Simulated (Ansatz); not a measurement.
## Fermi-surface data of YAl3 (P6_3/mmc)

```yaml
crystal:
  lattice:
    - [6.17215, 0.00000, 0.00000]
    - [-3.08607, 5.34524, 0.00000]
    - [0.00000, 0.00000, 4.63847]
  atoms:
    - { symbol: Y, position: [0.33333, 0.66667, 0.75000] }
    - { symbol: Y, position: [0.66667, 0.33333, 0.25000] }
    - { symbol: Al, position: [0.14832, 0.29664, 0.25000] }
    - { symbol: Al, position: [0.85168, 0.70336, 0.75000] }
    - { symbol: Al, position: [0.85168, 0.14832, 0.75000] }
    - { symbol: Al, position: [0.14832, 0.85168, 0.25000] }
    - { symbol: Al, position: [0.70336, 0.85168, 0.25000] }
    - { symbol: Al, position: [0.29664, 0.14832, 0.75000] }
```

The numbers are results of PBEsol with spin-orbit coupling, rigid bands (plane waves, PAW; Ansatz, a program for electronic structure), not measurements. Condition of this run: spin-orbit coupling switched on. Geometry: cell and atoms relaxed with PBEsol.

| Item | Result |
|---|---|
| density of states at the Fermi level | 3.38 states/(eV·cell), both spins |
| bare Sommerfeld coefficient | 1.00 mJ/(mol of atoms·K²) |
| Drude plasma energy | 3.9 (x), 3.9 (y), 5.5 (z) eV |
| root-mean-square Fermi velocity | 5.9e5 m/s |
| resistivity times τ | 32 (x), 32 (y), 16.4 (z) ×10⁻²² Ω·m·s |

A metal at this level (no band gap); rigid bands, thermally averaged at 300 K, both spins. τ is one relaxation time for all states.

Computed structure with no diffraction record at hand here (it may be known, metastable or hypothetical): YAl3 (P6_3/mmc).
